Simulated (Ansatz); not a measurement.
The reference is Ti in the hcp (Mg type) structure (space group P6_3/mmc, No. 194; a = 2.902 Å, c = 4.593 Å; relaxed with 0.1 eV smearing). Axes: x lies along a and z along c of the hexagonal cell.

Calculations: PBEsol (Ansatz, a first-principles code; PAW; 420 eV plane waves; no spin-orbit coupling).

Perturbation: every lattice vector is shortened by 2.00 %; the atoms relax in the strained cell.

Predict the stress tensor and what it implies for the stiffness.

Stress of the strained cell less that of the base (GPa, compression positive):
```
    7.9     0.0     0.0
    0.0     7.9     0.0
    0.0     0.0     8.1
```

Then B = −ΔP/(ΔV/V₀) with ΔV/V₀ = -0.0588 gives secant stiffness values (nonlinear terms included at this strain): B (at held cell shape, above the free-shape value) ≈ 136 GPa.

As a check, the harmonic strain energy −½ V₀ Δσ:ε is 25 meV/atom; the computed energy rise is 23 meV/atom.

Whether these cells are dynamically stable was not tested. The final runs are not spin-polarised.
